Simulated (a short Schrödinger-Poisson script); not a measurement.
Solved with a short Schrödinger-Poisson script written for these runs: one-band effective-mass equation with BenDaniel-Duke matching, electrons, heavy and light holes apart, hard walls at the outer ends, one valence edge for both holes (no strain splitting), no charge, excitons, band mixing or non-parabolicity; under a field the levels are quasi-bound states of a box, listed while three quarters of their weight lies within 4 nm of the wells.

Stack: single In0.3Ga0.7N/GaN quantum well.

From the first side: 12 nm GaN; 2 nm In0.3Ga0.7N, built-in field 3600 kV/cm; 12 nm GaN.

Constants are typed, rounded textbook-type inputs, not results; the design itself was drawn at random and stands for no fabricated device. In0.3Ga0.7N: direct gap (eV) 2.326, conduction-band edge (eV) 0, electron mass (mₑ) 0.161, heavy-hole mass 1.7, light-hole mass 0.3. GaN: direct gap (eV) 3.43, conduction-band edge (eV) 0.773, electron mass (mₑ) 0.2, heavy-hole mass 1.9, light-hole mass 0.33.

The valence-band edge of each layer lies one gap below its conduction-band edge. The electron's potential energy rises along the stack by the applied field and, inside the well alone, by the built-in field (unscreened; none in the barriers). Mesh 0.03 nm at interfaces.

Task: Give the e1-hh1 transition at zero applied field (eV); the shift of e1-hh1 at 250 kV/cm (meV); the squared e1-hh1 overlap at zero applied field.

Result: e1-hh1 transition at zero applied field (eV): 2.335; shift of e1-hh1 at 250 kV/cm (meV): -31.4; squared e1-hh1 overlap at zero applied field: 0.21. Excitons, screening of the built-in field, fields in the barriers and alloy fluctuations are left out, and strain enters only through the typed gaps and offsets, so measured lines lie elsewhere.
